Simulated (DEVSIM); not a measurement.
Device: Si/Ge p-n heterojunction, at 400 K.

```tsv
layer (left to right)	material	thickness (μm)	Nd (cm⁻³)	Na (cm⁻³)	τn (s)	τp (s)
1	Si	1.30	-	7.2e16	6.6e-9	2.2e-7
2	Ge	1.70	5.2e16	-	2.2e-7	2.2e-7
```

Left contact: ohmic. Right contact: ohmic. Voltage is applied to the left contact. Recombination: SRH at mid-gap, radiative. Mobility is μmin + (μ − μmin)/(1 + (N/Nref)^α).

Constants are typed, rounded textbook-type inputs, not results; the design itself was drawn at random and stands for no fabricated device. Values at 300 K; Nc and Nv go as T^1.5, mobilities as T to minus their exponent, the gap by Varshni's rule with the affinity fixed.

```tsv
parameter	Si	Ge
gap (eV)	1.124	0.664
affinity (eV)	4.05	4
permittivity	11.7	16
Nc (cm⁻³)	2.86e19	1.04e19
Nv (cm⁻³)	3.1e19	6e18
μn (cm²/Vs)	1417	3900
μp (cm²/Vs)	470	1900
μn,min	52	150
μp,min	45	100
Nref,n	9.7e16	2.6e17
Nref,p	2.2e17	4e17
αn	0.68	0.56
αp	0.72	0.6
T exponent of μn	2.3	1.66
T exponent of μp	2.2	2.33
B (cm³/s)	4.7e-15	6.4e-14
Varshni α (eV/K)	0.000473	0.000477
Varshni β (K)	636	235
```

Simulated with DEVSIM: 1D drift-diffusion, Boltzmann statistics, complete ionisation; no tunnelling, impact ionisation, image-force lowering or self-heating. Band offsets follow the typed affinities; no thermionic-emission limit at abrupt steps, no polarisation charge.

Question: Tabulate band edges, carrier densities and field at zero bias.

Answer: Energies count from the Fermi level of the right contact; mesh points crowd at the junctions.

```json
[
 {"x (μm)": "0.000", "Ec (eV)": "0.873", "Ev (eV)": "-0.224", "n (cm⁻³)": "4.5e8", "p (cm⁻³)": "7.2e16", "field (V/cm)": "≈ 0"},
 {"x (μm)": "0.006958", "Ec (eV)": "0.873", "Ev (eV)": "-0.224", "n (cm⁻³)": "4.5e8", "p (cm⁻³)": "7.2e16", "field (V/cm)": "≈ 0"},
 {"x (μm)": "0.02278", "Ec (eV)": "0.873", "Ev (eV)": "-0.224", "n (cm⁻³)": "4.5e8", "p (cm⁻³)": "7.2e16", "field (V/cm)": "≈ 0"},
 {"x (μm)": "0.06250", "Ec (eV)": "0.873", "Ev (eV)": "-0.224", "n (cm⁻³)": "4.5e8", "p (cm⁻³)": "7.2e16", "field (V/cm)": "≈ 0"},
 {"x (μm)": "0.2132", "Ec (eV)": "0.873", "Ev (eV)": "-0.224", "n (cm⁻³)": "4.5e8", "p (cm⁻³)": "7.2e16", "field (V/cm)": "≈ 0"},
 {"x (μm)": "0.5268", "Ec (eV)": "0.873", "Ev (eV)": "-0.224", "n (cm⁻³)": "4.5e8", "p (cm⁻³)": "7.2e16", "field (V/cm)": "≈ 0"},
 {"x (μm)": "0.9624", "Ec (eV)": "0.873", "Ev (eV)": "-0.224", "n (cm⁻³)": "4.5e8", "p (cm⁻³)": "7.2e16", "field (V/cm)": "≈ 0"},
 {"x (μm)": "1.199", "Ec (eV)": "0.864", "Ev (eV)": "-0.232", "n (cm⁻³)": "5.7e8", "p (cm⁻³)": "5.6e16", "field (V/cm)": "-4700"},
 {"x (μm)": "1.260", "Ec (eV)": "0.731", "Ev (eV)": "-0.365", "n (cm⁻³)": "2.7e10", "p (cm⁻³)": "1.2e15", "field (V/cm)": "-49000"},
 {"x (μm)": "1.286", "Ec (eV)": "0.561", "Ev (eV)": "-0.535", "n (cm⁻³)": "3.7e12", "p (cm⁻³)": "8.6e12", "field (V/cm)": "-79000"},
 {"x (μm)": "1.297", "Ec (eV)": "0.469", "Ev (eV)": "-0.628", "n (cm⁻³)": "5.5e13", "p (cm⁻³)": "5.9e11", "field (V/cm)": "-91000"},
 {"x (μm)": "1.305", "Ec (eV)": "0.463", "Ev (eV)": "-0.161", "n (cm⁻³)": "2.3e13", "p (cm⁻³)": "8.7e16", "field (V/cm)": "-58000"},
 {"x (μm)": "1.319", "Ec (eV)": "0.393", "Ev (eV)": "-0.231", "n (cm⁻³)": "1.8e14", "p (cm⁻³)": "1.1e16", "field (V/cm)": "-45000"},
 {"x (μm)": "1.350", "Ec (eV)": "0.284", "Ev (eV)": "-0.340", "n (cm⁻³)": "4.3e15", "p (cm⁻³)": "4.7e14", "field (V/cm)": "-25000"},
 {"x (μm)": "1.474", "Ec (eV)": "0.198", "Ev (eV)": "-0.426", "n (cm⁻³)": "5.1e16", "p (cm⁻³)": "4.0e13", "field (V/cm)": "-320"},
 {"x (μm)": "1.732", "Ec (eV)": "0.197", "Ev (eV)": "-0.427", "n (cm⁻³)": "5.2e16", "p (cm⁻³)": "3.9e13", "field (V/cm)": "≈ 0"},
 {"x (μm)": "2.307", "Ec (eV)": "0.197", "Ev (eV)": "-0.427", "n (cm⁻³)": "5.2e16", "p (cm⁻³)": "3.9e13", "field (V/cm)": "≈ 0"},
 {"x (μm)": "2.719", "Ec (eV)": "0.197", "Ev (eV)": "-0.427", "n (cm⁻³)": "5.2e16", "p (cm⁻³)": "3.9e13", "field (V/cm)": "≈ 0"},
 {"x (μm)": "2.917", "Ec (eV)": "0.197", "Ev (eV)": "-0.427", "n (cm⁻³)": "5.2e16", "p (cm⁻³)": "3.9e13", "field (V/cm)": "≈ 0"},
 {"x (μm)": "2.967", "Ec (eV)": "0.197", "Ev (eV)": "-0.427", "n (cm⁻³)": "5.2e16", "p (cm⁻³)": "3.9e13", "field (V/cm)": "≈ 0"},
 {"x (μm)": "2.990", "Ec (eV)": "0.197", "Ev (eV)": "-0.427", "n (cm⁻³)": "5.2e16", "p (cm⁻³)": "3.9e13", "field (V/cm)": "≈ 0"},
 {"x (μm)": "3.000", "Ec (eV)": "0.197", "Ev (eV)": "-0.427", "n (cm⁻³)": "5.2e16", "p (cm⁻³)": "3.9e13", "field (V/cm)": "≈ 0"}
]
```
